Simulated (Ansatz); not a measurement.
**MoSi2 under a change: biaxial strain +0.84 %, plane normal [001], relaxed out of plane**

Start from MoSi2 (space group I4/mmm, No. 139; a = 3.2169 Å, c = 7.8748 Å; relaxed with 0.1 eV smearing). Axes: x, y, z lie along a, b, c of the conventional cell.

It is then changed as follows: biaxial strain +0.84 %, plane normal [001], relaxed out of plane (Cartesian); in-plane vectors clamped, the third vector and the atoms free.

Computed with PBE (Ansatz, a program for electronic structure), no SOC, earlier PAW set. Settings: 25×25×25 k-points, 0.1 eV Fermi–Dirac smearing.

```json
[
 {"quantity": "volume per atom", "base": "13.58 Å³", "changed": "13.77 Å³", "shift": "+0.19 Å³"},
 {"quantity": "space group", "base": "I4/mmm (No. 139)", "changed": "I4/mmm (No. 139)", "shift": "–"},
 {"quantity": "energy relative to the base (free energy F)", "base": "0 meV/atom", "changed": "+2.8 meV/atom", "shift": "+2.8 meV/atom"},
 {"quantity": "pressure (mean of the normal stresses, compression positive)", "base": "0.0 GPa", "changed": "-2.5 GPa", "shift": "-2.5 GPa"},
 {"quantity": "band gap", "base": "zero", "changed": "zero", "shift": "–"},
 {"quantity": "out-of-plane strain", "base": "–", "changed": "-0.29 %", "shift": "–"},
 {"quantity": "ratio −ε⊥/ε∥", "base": "–", "changed": "0.35", "shift": "–"},
 {"quantity": "mean in-plane stress (compression positive)", "base": "–", "changed": "-3.8 GPa", "shift": "–"}
]
```

Cost of the whole job for the changed cell (relaxation, final SCF and bands): about 2.0 core-minutes (a rough figure).

Whether these cells are dynamically stable was not tested. All final runs are without spin polarisation.
